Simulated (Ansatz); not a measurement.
Cubic perovskite SrMoO₃: bulk modulus by level of theory

No measured value is used here.

```csv
level (code),value (GPa),cell (Å³/atom)
LDA (Ansatz),217,12.02
BLYP (Ansatz),170,13.19
PBEsol (Ansatz),201,12.33
PBEsol-D3(BJ) (Ansatz),210,12.12
rVV10 (Ansatz),183,12.94
```

The crystal itself was run without spin with LDA, BLYP, PBEsol, PBEsol-D3(BJ), rVV10; a magnetic state was not tried in these runs. LDA, BLYP, PBEsol, PBEsol-D3(BJ), rVV10: the run has no spin polarisation, so it can have missed a magnetic state. LDA, BLYP, PBEsol, PBEsol-D3(BJ), rVV10: the relaxation could not lower the start's symmetry, so the cell can be a saddle point above a distorted one. Each level is taken at its own relaxed cell. Ansatz's density-functional and Hartree–Fock values are scalar-relativistic unless marked +SOC, with PAW data made under PBE.

Ansatz is a first-principles code.
